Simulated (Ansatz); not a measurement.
LuAl2 (Fd-3m), PBEsol, DFPT electron-phonon coupling, linearised Boltzmann equation (Ansatz, a first-principles code): phonon-limited resistivity 24.5 μΩ·cm at 300 K, 33.2 μΩ·cm at 400 K, current-weighted mean free path 6.8 nm, Drude plasma energy 4.22 eV.

Problem. What Drude relaxation time do resistivity and plasma energy imply?

Solution. ω_p = 6.41e15 s⁻¹, so τ = 1/(ε₀ ω_p² ρ) = 11.2 fs, a damping ħ/τ of 58.7 meV.

Problem. What temperature coefficient of resistance follows, and how does it compare with 1/T?

Solution. (ρ₄₀₀ − ρ₃₀₀)/(100 K × ρ₃₀₀) = 3.55×10⁻³ K⁻¹, against 1/T = 3.33×10⁻³ K⁻¹ for a resistivity proportional to T. It lies higher because phonons are still being populated at 300 K; impurities would add a constant and lower it.

Problem. What is the classical skin depth at 1 GHz (nonmagnetic, μ₀ = 1.257×10⁻⁶ H/m)?

Solution. δ = √(ρ/(π f μ₀)) = 7880 nm.

A metal at this level (no band gap). Only scattering by harmonic phonons is included (no impurities, grain boundaries, electron-electron scattering or thermal expansion). Spin-orbit coupling is left out, which matters with elements this heavy. The run warned that the eigensolver left some states short of its tolerance. Halving the electron mesh (20x20x20) moves the resistivity by up to 7 % at 300 K, the mean free path by up to 3 %. Smearing 0.20 eV; phonons on a 3x3x3 q mesh, which this run doesn't test.

Computed structure with no diffraction record at hand here (it may be known, metastable or hypothetical): LuAl2 (Fd-3m).
